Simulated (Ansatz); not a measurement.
**Pressure series in TiO2**

The reference is TiO2 in the anatase structure (space group I4_1/amd, No. 141).

```cif
data_O4Ti2
_chemical_formula_sum 'Ti2 O4'
_space_group_name_H-M_alt 'P 1'
_space_group_IT_number 1
_cell_length_a 5.48620
_cell_length_b 5.48620
_cell_length_c 5.48620
_cell_angle_alpha 139.721
_cell_angle_beta 139.721
_cell_angle_gamma 58.277
loop_
_space_group_symop_operation_xyz
  'x, y, z'
loop_
_atom_site_label
_atom_site_type_symbol
_atom_site_fract_x
_atom_site_fract_y
_atom_site_fract_z
_atom_site_occupancy
Ti1 Ti 0.50000 0.50000 0.00000 1
Ti2 Ti 0.25000 0.75000 0.50000 1
O1 O 0.29273 0.29273 0.00000 1
O2 O 0.04273 0.54273 0.50000 1
O3 O 0.45727 0.95727 0.50000 1
O4 O 0.70727 0.70727 0.00000 1
```

Cell and atoms are relaxed at each pressure.

The values are results of r2SCAN/PAW in Ansatz (a first-principles code), no spin-orbit coupling, not measurements.

Candidates:
(a) pressure 1.8 GPa
(b) pressure −1 GPa
(c) pressure −2 GPa
(d) pressure 18 GPa

Base values:

* **c/a ratio**: 2.537

Q: Order them by c/a ratio, lowest first.

A: (d) pressure 18 GPa (2.405), (a) pressure 1.8 GPa (2.525), (b) pressure −1 GPa (2.543), (c) pressure −2 GPa (2.550)

Load acts through the strain it causes; cell and atoms are relaxed under it. Whether these cells are dynamically stable was not tested. No other phases were tried under pressure. All final runs are without spin polarisation.
